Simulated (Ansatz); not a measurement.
**SiC: stress against strain**

SiC (wurtzite, P6_3mc, 10.340 Å³/atom at rest, c along z) under an equal strain ε in the (0001) plane with the normal axis free, as in a coherent film. PBEsol in Ansatz, a plane-wave DFT program (PAW, default set), 420 eV, 12×12×7 Γ-centred mesh, Fermi-Dirac smearing 0.05 eV; ions are relaxed within the symmetry of each cell. Stress is positive for a compressed cell.

Here s stands for strain and y for stress xx.

| strain (%) | stress xx (GPa) |
|---|---|
| -1.20 | 7.58 |
| -0.60 | 3.70 |
| 0.00 | 0.00 |
| 0.60 | -3.53 |
| 1.20 | -6.88 |
| 3.00 | ? |

Question: Using a straight line, estimate the missing y at s = 3.00 from the other rows, showing the fit.

Answer: Means: s 0, y 0.174. About the means, the sum of products is -21.690 and the sum of squares of s is 3.6000; the slope is their ratio. Least squares gives y = 0.174 - 6.0250·s. Residuals (row less fit): 0.176, -0.089, -0.174, -0.089, 0.176; standard error 0.190 (degrees of freedom: 3). The slope gives the biaxial elastic modulus of this plane = 602 ± 10 GPa. At the withheld row, y = 0.174 - 6.0250 × 3.0 = -17.901 GPa. The calculation gives -15.94 GPa, 1.961 GPa above the prediction (8.3 % of the range of y in the table). The row lies outside the fitted rows, so this is an extrapolation. From the scatter of the fitted rows alone, a prediction at this place has a standard error of 0.365 GPa, so the miss is 5.4 times that.

One order more, fitted to all 11 runs of the series, follows each within 0.02, so the miss is the next term of a smooth law. SiC is here the rare 2H polytype. Rows are the converged runs of the series near zero and its far end; series whose fitted rows scatter by over a few per cent of the range, as at a crossing or softening among them, aren't shown in this form. Most that stay on the fit to the last digits aren't either.
